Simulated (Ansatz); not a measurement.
**How far to go with zone-centre phonons against the mesh: WC (P-6m2, 2 atoms in the cell)**

```yaml
crystal:
  lattice:
    - [1.46227, -2.53274, 0.00000]
    - [1.46227, 2.53274, 0.00000]
    - [0.00000, 0.00000, 2.85420]
  atoms:
    - { symbol: W, position: [0.00000, 0.00000, 0.00000] }
    - { symbol: C, position: [0.33333, 0.66667, 0.50000] }
```

Method: LDA (PW92), default PAW files made with PBE (plane waves; Ansatz, a first-principles code).

Base settings: basis.ecutwfc = 420 eV; kpoints.mp_grid.grid = 13 13 12; hamiltonian.xc = lda; hamiltonian.pseudopotentials = {kind: paw} (the program's default PAW files); scf.occupations.method = gaussian; scf.occupations.width = 0.1 eV.

In this ladder: phonons.method = dfpt.

Frequencies are those of the unrelaxed cell, without the LO-TO term of polar crystals.

Only quantities that move along the ladder and can be compared are tabulated.

Core times come from one kind of shared machine, to one figure; runs under 30 s give none.

The starting cell has typed, rounded lattice constants, without a prior relaxation at this level. Its lattice was rescaled by up to half a per cent. Spin polarisation is off. In the base run, with a pressure of about -17 GPa the cell is away from its equilibrium volume at this level.

Steps (kpoints.mp_grid.grid): 4 4 3; 4 4 4; 5 5 5; 7 7 6; 8 8 7; 10 10 9; 12 12 11; 15 15 14; 19 19 17; 24 24 21; 29 29 26.

Problem. What is the coarsest kpoints.mp_grid.grid that holds the highest zone-centre frequency within 10 cm⁻¹ of the last step, with all finer ones?

Solution. 8 8 7; the step before is off by 14 cm⁻¹.

| kpoints.mp_grid.grid | highest zone-centre frequency (cm⁻¹) | core time / last (rough) |
|---|---|---|
| 4 4 3 | 532.7 | – |
| 4 4 4 | 478.4 | – |
| 5 5 5 | 622.5 | – |
| 7 7 6 | 602.0 | – |
| 8 8 7 | 581.9 | – |
| 10 10 9 | 596.2 | – |
| 12 12 11 | 593.6 | – |
| 15 15 14 | 595.0 | 0.2 |
| 19 19 17 | 589.9 | 0.3 |
| 24 24 21 | 590.3 | 0.4 |
| 29 29 26 | 588.3 | 1 |

Keys are those of Ansatz 0.2.
